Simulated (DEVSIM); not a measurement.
System: isotype n-n heterojunction Al0.2Ga0.8N/GaN, at 400 K.

```
layer (left to right)     material  thickness (μm)  Nd (cm⁻³)  τn (s)  τp (s)
---------------------  -----------  --------------  ---------  ------  ------
1                      Al0.2Ga0.8N           0.110     2.6e16  5.9e-9  5.9e-9
2                              GaN           0.160     2.6e17  5.9e-9  5.9e-9
```

Left contact: ohmic. Right contact: ohmic. Voltage is applied to the left contact. Recombination: SRH at mid-gap, Auger. Mobility is μmin + (μ − μmin)/(1 + (N/Nref)^α).

The device is made up for the run: typed textbook-type constants, with dimensions and the other settings drawn at random. Values at 300 K; Nc and Nv go as T^1.5, mobilities as T to minus their exponent, the gap by Varshni's rule with the affinity fixed.

| parameter | Al0.2Ga0.8N | GaN |
|---|---|---|
| gap (eV) | 3.804 | 3.43 |
| affinity (eV) | 3.838 | 4.1 |
| permittivity | 9.38 | 9.5 |
| Nc (cm⁻³) | 2.3e18 | 2.3e18 |
| Nv (cm⁻³) | 4.6e19 | 4.6e19 |
| μn (cm²/Vs) | 624 | 1200 |
| μp (cm²/Vs) | 30 | 100 |
| μn,min | 55 | 55 |
| μp,min | 3 | 3 |
| Nref,n | 2e17 | 2e17 |
| Nref,p | 3e17 | 3e17 |
| αn | 1 | 1 |
| αp | 2 | 2 |
| T exponent of μn | 1.5 | 1.5 |
| T exponent of μp | 2 | 2 |
| Cn (cm⁶/s) | 1e-30 | 1e-30 |
| Cp (cm⁶/s) | 1e-30 | 1e-30 |
| Varshni α (eV/K) | 0.00091 | 0.00091 |
| Varshni β (K) | 830 | 830 |

Simulated with DEVSIM: 1D drift-diffusion, Boltzmann statistics, complete ionisation; no tunnelling, impact ionisation, image-force lowering or self-heating. Band offsets follow the typed affinities; no thermionic-emission limit at abrupt steps, no polarisation charge.

### Question
Give the dark forward current.

### Answer

(V (V), J (A/cm²)): (0.05, 480); (0.15, 1000); (0.25, 1400); (0.35, 1900); (0.45, 2500); (0.55, 3100); (0.65, 3900); (0.75, 4700); (0.85, 5700); (0.95, 6800); (1.10, 8600); (1.20, 10000); (1.30, 12000); (1.40, 13000); (1.50, 15000); (1.60, 17000); (1.70, 19000); (1.80, 22000); (1.90, 24000); (2.00, 27000)
